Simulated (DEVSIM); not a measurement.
System: Schottky contact on n-type Si, at 300 K.

| layer (left to right) | material | thickness (μm) | Nd (cm⁻³) | τn (s) | τp (s) |
|---|---|---|---|---|---|
| 1 | Si | 6.00 | 2.3e15 | 0.00015 | 0.00015 |
| 2 | Si | 2.90 | 2.6e18 | 0.00015 | 0.00015 |

Left contact: Schottky, work function 4.73 eV, emission velocity 6.5e6 cm/s. Right contact: ohmic. Voltage is applied to the left contact. Recombination: SRH at mid-gap, radiative, Auger. Mobility is μmin + (μ − μmin)/(1 + (N/Nref)^α).

This is a model device: material constants are rounded textbook-type values typed into the input, and sizes, dopings and lifetimes were drawn at random. Values at 300 K; Nc and Nv go as T^1.5, mobilities as T to minus their exponent, the gap by Varshni's rule with the affinity fixed.

| parameter | Si |
|---|---|
| gap (eV) | 1.124 |
| affinity (eV) | 4.05 |
| permittivity | 11.7 |
| Nc (cm⁻³) | 2.86e19 |
| Nv (cm⁻³) | 3.1e19 |
| μn (cm²/Vs) | 1417 |
| μp (cm²/Vs) | 470 |
| μn,min | 52 |
| μp,min | 45 |
| Nref,n | 9.7e16 |
| Nref,p | 2.2e17 |
| αn | 0.68 |
| αp | 0.72 |
| T exponent of μn | 2.3 |
| T exponent of μp | 2.2 |
| B (cm³/s) | 4.7e-15 |
| Cn (cm⁶/s) | 2.8e-31 |
| Cp (cm⁶/s) | 9.9e-32 |
| Varshni α (eV/K) | 0.000473 |
| Varshni β (K) | 636 |

Simulated with DEVSIM: 1D drift-diffusion, Boltzmann statistics, complete ionisation; no tunnelling, impact ionisation, image-force lowering or self-heating. Metal contacts follow the ideal Schottky-Mott rule: no Fermi-level pinning, no interface dipoles.

The temperature was swept, all else fixed.

```
temperature (K)  potential step across the device at zero bias (V)  dark forward voltage at 100 A/cm² (V)
---------------  -------------------------------------------------  -------------------------------------
250                                                          0.634                                  0.506
300                                                          0.618                                      ?
350                                                          0.601                                  0.484
400                                                          0.582                                  0.446
450                                                          0.563                                  0.381
500                                                          0.544                                  0.306
```

Q: What belongs in the gaps?

A: 
- 300, dark forward voltage at 100 A/cm² (V): 0.493
